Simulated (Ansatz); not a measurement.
For Rh2Ge (Pnma, No. 62, 12 atoms in the cell; start mp-22585), PBEsol (Ansatz, a program for electronic structure, PAW) gives:

```
Property                             Result
---------------------------  --------------
equilibrium volume per atom   13.69 Å³/atom
enthalpy of formation        -0.494 eV/atom
```

Problem. What does r²SCAN in Ansatz (plane waves, PAW) give for the same quantities?

Solution. 
- equilibrium volume per atom: 13.91 Å³/atom (goes up by 1.6 %)
- formation enthalpy: -0.468 eV/atom (moves by +0.026 eV/atom)

Changes are worked out from the printed values.

Unless a cell is named, each level is at its own relaxed cell (PBEsol 13.69, r²SCAN 13.91 Å³/atom).

The crystal itself was run without spin with PBEsol, r²SCAN; a magnetic state was not tried in these runs.

Caveats: the relaxation could not lower the start's symmetry, so the cell can be a saddle point above a distorted one (PBEsol, r²SCAN). Ansatz's density-functional and Hartree–Fock values are scalar-relativistic unless marked +SOC, with PAW data made under PBE.

A start named mp-… is a Materials Project structure, which need not be a measured phase.
